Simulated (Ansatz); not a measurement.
The parent structure is HfS₂ in the CdI2 type structure (space group P-3m1, No. 164; a = 3.6057 Å, c = 5.7680 Å; layered, stacked along the Cartesian z axis). Axes: x lies along a and z along c of the hexagonal cell.

Calculations: PBE-D3(BJ) in Ansatz (plane waves to 420 eV, PAW, scalar-relativistic without spin-orbit coupling).

Modification: an isotropic linear strain of +1.16 %; the atoms relax in the strained cell.

Q: Predict the stress tensor and what it implies for the stiffness.

A: Stress of the strained cell less that of the base (GPa, compression positive):
```
  -1.93    0.00    0.00
   0.00   -1.93    0.00
   0.00    0.00   -0.57
```

Then B = −ΔP/(ΔV/V₀) with ΔV/V₀ = 0.0352 gives secant stiffness values (nonlinear terms included at this strain): B (at held cell shape, above the free-shape value) ≈ 42 GPa.

Stability against distortions was not tested.

Ansatz is a quantum-chemistry and plane-wave program.
